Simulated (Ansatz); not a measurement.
Consider the following.

Host crystal: monoclinic ZrO2, with a band gap (PBE, scalar-relativistic without spin-orbit coupling).

End structure of F on the 1x1 (100) surface of monoclinic ZrO2 (cut with top plane 2 O), one in a 1x1 cell, started at the site 'hollow O-O-O over O at depth 6.9 Å':

```yaml
crystal:
  lattice:
    - [5.24177, 0.00000, 0.00000]
    - [0.00000, 5.37884, 0.00000]
    - [0.00000, 0.00000, 29.00000]
  atoms:
    - { symbol: O, position: [0.19624, 0.87249, 0.33776] }
    - { symbol: O, position: [0.30376, 0.37249, 0.33776] }
    - { symbol: Zr, position: [0.07348, 0.16444, 0.37438] }
    - { symbol: Zr, position: [0.42652, 0.66444, 0.37438] }
    - { symbol: O, position: [0.74107, 0.90195, 0.40069] }
    - { symbol: O, position: [0.75893, 0.40195, 0.40069] }
    - { symbol: O, position: [0.24260, 0.43749, 0.42438] }
    - { symbol: O, position: [0.25740, 0.93749, 0.42438] }
    - { symbol: Zr, position: [0.55443, 0.17422, 0.45111] }
    - { symbol: Zr, position: [0.94557, 0.67422, 0.45111] }
    - { symbol: O, position: [0.66766, 0.50149, 0.48762] }
    - { symbol: O, position: [0.83234, 0.00149, 0.48762] }
    - { symbol: O, position: [0.16902, 0.67318, 0.51177] }
    - { symbol: O, position: [0.33421, 0.17272, 0.51203] }
    - { symbol: Zr, position: [0.04822, 0.99920, 0.54872] }
    - { symbol: Zr, position: [0.45024, 0.50016, 0.54925] }
    - { symbol: O, position: [0.74338, 0.74379, 0.57746] }
    - { symbol: O, position: [0.75913, 0.24159, 0.57780] }
    - { symbol: O, position: [0.24788, 0.26318, 0.59784] }
    - { symbol: O, position: [0.25105, 0.76849, 0.59805] }
    - { symbol: Zr, position: [0.55525, 0.00419, 0.62233] }
    - { symbol: Zr, position: [0.95545, 0.50348, 0.63489] }
    - { symbol: O, position: [0.71885, 0.25476, 0.66717] }
    - { symbol: O, position: [0.75034, 0.78322, 0.66595] }
    - { symbol: F, position: [0.21313, 0.50299, 0.68193] }
```

Model: 25-atom slab, 9.4 Å thick at the start under the adsorbate (thin: gaps and levels are the slab's own), 4x4x1 mesh, Fermi-Dirac 0.01 eV, dipole correction, single point; no symmetry held, on the structure that PBE left; spin-polarised, ending with about 1.0 μB a cell, a value that depends on the mesh; orders that need a larger cell were not tried, no spin-orbit, no U, no dispersion correction. The slab shows no gap over 0.04 eV on its mesh. The program's check for a lower electronic state was not made. At the end it is bonded to Zr. In PBE it is, or lies within 0.03 eV of, the lowest of the starts that converged; the order may differ at this level.

A negative adsorption energy means that the adsorbate is more stable on the surface than in its reference.

Q: Give the work function of the top face at the level r2SCAN, at the PBE geometry and the start's symmetry run with Ansatz (a first-principles code).

A: 8.88 eV

Q: Estimate the adsorption energy against ½ F2(g) at the same level that r2SCAN, at the PBE geometry and the start's symmetry returns for this input.

A: -1.76 eV

Q: Estimate the change of the step from the bottom to the top vacuum level, against the clean slab that r2SCAN, at the PBE geometry and the start's symmetry returns for this input.

A: 1.31 eV
